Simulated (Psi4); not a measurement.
Psi4 1.11, PBE0/def2-svp, scf_type pk: Hf(S)(NH2)(NMe2) (C[N](C)[Hf]([NH2])=[S]), 14 atoms. The geometry is a generated start, not checked to be a minimum at this level.

| Item | Value |
|---|---|
| task | energy |
| method | pbe0 |
| basis | def2-svp |
| memory | 7 GB |
| e_convergence | 1e-08 |
| d_convergence | 1e-07 |
| guess | auto, which took SAD (default) |
| diis_max_vecs | 10 (default) |
| scf_initial_accelerator | adiis (default) |
| dft_radial_points | 75 (default) |
| dft_spherical_points | 302 (default) |
| effective core potentials | those of the basis set, past Kr |
| basis functions | 146 |
| grid points | 299767 |

```xyz
14

Hf    -1.0131    -0.6467    -0.9014
S     -1.6560    -2.8308    -0.7064
N     -1.7775     0.3977    -2.4521
H     -2.4661     0.0437    -3.1108
H     -1.5596     1.3491    -2.7386
N      0.3549    -0.0671     0.4829
C      1.0851    -0.9763     1.3651
C      0.7255     1.3168     0.7608
H      2.1716    -0.8831     1.2153
H      0.8760    -0.7564     2.4220
H      0.7839    -2.0078     1.1509
H      0.5137     1.5813     1.8085
H      1.8006     1.4845     0.5937
H      0.1610     1.9950     0.1101
```
Charge 0, spin multiplicity 1.

The reference run uses exact four-centre integrals (scf_type = pk). One run each, on a shared machine, so no times are given.

Settings tried, all else as in the reference:
- scf_type = cd, cholesky_tolerance = 0.01
- scf_type = dfdirj+cosx, cosx_radial_points_final = 25, cosx_spherical_points_final = 50
- scf_type = mem_df
- scf_type = dfdirj+cosx
- scf_type = cd, cholesky_tolerance = 1e-05
- scf_type = dfdirj+link
- scf_type = dfdirj+cosx, cosx_radial_points_final = 75, cosx_spherical_points_final = 302
- scf_type = dfdirj+snlink
- scf_type = cd, cholesky_tolerance = 1e-06
- scf_type = cd, cholesky_tolerance = 0.0001 (default)
- scf_type = cd, cholesky_tolerance = 0.001
- scf_type = dfdirj+cosx, cosx_radial_points_final = 50, cosx_spherical_points_final = 194

Question: Which of these stay within 1.0 meV/atom in energy of the reference run?

Answer: Within it: scf_type = cd, cholesky_tolerance = 1e-06; scf_type = mem_df; scf_type = dfdirj+cosx, cosx_radial_points_final = 50, cosx_spherical_points_final = 194; scf_type = dfdirj+link; scf_type = dfdirj+cosx, cosx_radial_points_final = 75, cosx_spherical_points_final = 302; scf_type = dfdirj+snlink; scf_type = cd, cholesky_tolerance = 1e-05; scf_type = dfdirj+cosx. At the edge (between 0.75 and 1.33 times the tolerance): scf_type = cd, cholesky_tolerance = 0.0001 (default). Outside: scf_type = cd, cholesky_tolerance = 0.001; scf_type = dfdirj+cosx, cosx_radial_points_final = 25, cosx_spherical_points_final = 50; scf_type = cd, cholesky_tolerance = 0.01.

```json
[
 {"setting": "scf_type = cd, cholesky_tolerance = 1e-06", "energy against the reference": "−0.012 meV/atom"},
 {"setting": "scf_type = mem_df", "energy against the reference": "−0.078 meV/atom"},
 {"setting": "scf_type = dfdirj+cosx, cosx_radial_points_final = 50, cosx_spherical_points_final = 194", "energy against the reference": "−0.17 meV/atom"},
 {"setting": "scf_type = dfdirj+link", "energy against the reference": "−0.19 meV/atom"},
 {"setting": "scf_type = dfdirj+cosx, cosx_radial_points_final = 75, cosx_spherical_points_final = 302", "energy against the reference": "−0.19 meV/atom"},
 {"setting": "scf_type = dfdirj+snlink", "energy against the reference": "−0.19 meV/atom"},
 {"setting": "scf_type = cd, cholesky_tolerance = 1e-05", "energy against the reference": "−0.25 meV/atom"},
 {"setting": "scf_type = dfdirj+cosx", "energy against the reference": "−0.25 meV/atom"},
 {"setting": "scf_type = cd, cholesky_tolerance = 0.0001 (default)", "energy against the reference": "−1.3 meV/atom"},
 {"setting": "scf_type = cd, cholesky_tolerance = 0.001", "energy against the reference": "−1.9 meV/atom"},
 {"setting": "scf_type = dfdirj+cosx, cosx_radial_points_final = 25, cosx_spherical_points_final = 50", "energy against the reference": "+4.5 meV/atom"},
 {"setting": "scf_type = cd, cholesky_tolerance = 0.01", "energy against the reference": "+31 meV/atom"}
]
```

Total energies are compared; such shifts often cancel in part in energy differences. The DFDIRJ builders fit J, which adds its shift to that of exchange. Psi4 runs the final COSX grid once, on the density of the start grid. No test of the SCF solution's stability was run. Also tried and not ranked: scf_type = direct (same energy as a listed run). The tolerance is a choice made for this comparison.
